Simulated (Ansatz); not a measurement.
Start from Au in the fcc (Cu type) structure (space group Fm-3m, No. 225; relaxed with 0.1 eV smearing).

```xyz
1
Lattice="0.0000 2.0623 2.0623 2.0623 0.0000 2.0623 2.0623 2.0623 0.0000" Properties=species:S:1:pos:R:3 pbc="T T T"
Au     0.0000     0.0000     0.0000
```

Cartesian axes are those of the cell as printed.

All numbers come from Kohn–Sham DFT with the r2SCAN functional, run in Ansatz (an electronic-structure program) with PAW and 500 eV plane waves, spin-orbit coupling left out.

Before the change:

* **Volume per atom**: 17.54 Å³
* **Pressure**: 0.0 GPa

Modification: biaxial strain −2.08 %, plane normal [111], relaxed out of plane (Cartesian); in-plane vectors clamped, the third vector and the atoms free.

Task: Estimate the effect on the volume per atom.

Result: The volume per atom decreases by 0.19 Å³ to 17.35 Å³.

Task: Predict the new pressure.

Result: The pressure (mean of the normal stresses, compression positive) goes from zero to 2.2 GPa.

Task: Estimate the effect on the energy relative to the base.

Result: The energy grows by 6.3 meV/atom.

Whether these cells are dynamically stable was not tested.
